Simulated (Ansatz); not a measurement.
System: BeS (model structure, started from the BeO type, P4₂/mnm, No. 136, 8 atoms in the cell). Method: PBEsol (Ansatz, an electronic-structure program, plane waves, PAW).

Settings: plane-wave cutoff 520 eV, 6×6×10 k mesh (along the axes of the cell as run), Fermi–Dirac smearing 0.01 eV, scalar-relativistic PAW data made under PBE.

Computed at the level's own relaxed cell.

```xyz
8
Lattice="5.8715 0.0000 0.0000 0.0000 5.8715 0.0000 0.0000 0.0000 3.4417" Properties=species:S:1:pos:R:3 pbc="T T T"
Be     1.9442     3.9274     0.0000
Be     3.9274     1.9442     0.0000
Be     4.8799     4.8799     1.7208
Be     0.9916     0.9916     1.7208
S      1.8126     1.8126     0.0000
S      4.0589     4.0589     0.0000
S      1.1231     4.7484     1.7208
S      4.7484     1.1231     1.7208
```

List the 21 lowest band energies at Γ above −25 eV (eV, relative to the valence band maximum), grouping those that round alike.

At Γ: -13.70, -12.10 (×2), -11.81, -5.97, -4.95, -4.06 (×2), -3.11, -2.78, -1.29 (×2), -0.22, -0.14, -0.03 (×2), 3.93, 4.54, 5.43, 5.53 (×2).

Note: the relaxation could raise the start's symmetry but not lower it, so the cell can be a saddle point.

A model structure was made by putting elements into a prototype or built by hand; it is no filed structure, need not be a known phase, and can be a saddle point held by its symmetry.
